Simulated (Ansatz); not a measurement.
C on the 1x1 (111) surface of fcc Ag, one in a 2x2 cell, energies for each (29.8 Å²). Energies are against an atom of graphite, without zero-point or thermal terms; each row is named by its start.

Level of theory: PBE (plane waves to 420 eV, PAW; Ansatz, a quantum-chemistry and plane-wave program).

Model: 17-atom slab, 7.1 Å thick at the start under the adsorbate (thin: gaps and levels are the slab's own), 6x6x1 mesh, Fermi-Dirac 0.1 eV, dipole correction, 8 atoms held, the rest relaxed; each run with such symmetry as its start has; spin-polarised, no spin-orbit, no U, no dispersion correction.

A negative adsorption energy means that the adsorbate is more stable on the surface than in its reference. Starts that drift may end in the same place. Heights count from the host atoms within 0.3 Å of the top one.

```json
[
 {"starting site": "top Ag", "E_ads (eV)": "5.98", "height (Å)": "1.88", "nearest host atom (Å)": "Ag 1.96", "bonded to": "Ag", "Δ work function (eV)": "1.09", "lateral drift (Å)": "0.0", "moment (μB)": "1.4"},
 {"starting site": "hollow Ag-Ag-Ag over Ag at depth 2.4 Å", "E_ads (eV)": "?", "height (Å)": "1.04", "nearest host atom (Å)": "Ag 2.04", "bonded to": "3 Ag", "Δ work function (eV)": "0.85", "lateral drift (Å)": "0.0", "moment (μB)": "0.0"},
 {"starting site": "hollow Ag-Ag-Ag over Ag at depth 4.7 Å", "E_ads (eV)": "4.38", "height (Å)": "1.05", "nearest host atom (Å)": "Ag 2.05", "bonded to": "3 Ag", "Δ work function (eV)": "0.89", "lateral drift (Å)": "0.0", "moment (μB)": "0.0"},
 {"starting site": "bridge Ag-Ag (span 2.9 Å)", "E_ads (eV)": "4.38", "height (Å)": "1.05", "nearest host atom (Å)": "Ag 2.05", "bonded to": "3 Ag", "Δ work function (eV)": "0.89", "lateral drift (Å)": "0.8", "moment (μB)": "0.0"}
]
```

**Question.** What belongs in the gaps?

**Answer.** 
- hollow Ag-Ag-Ag over Ag at depth 2.4 Å, E_ads (eV): 4.46
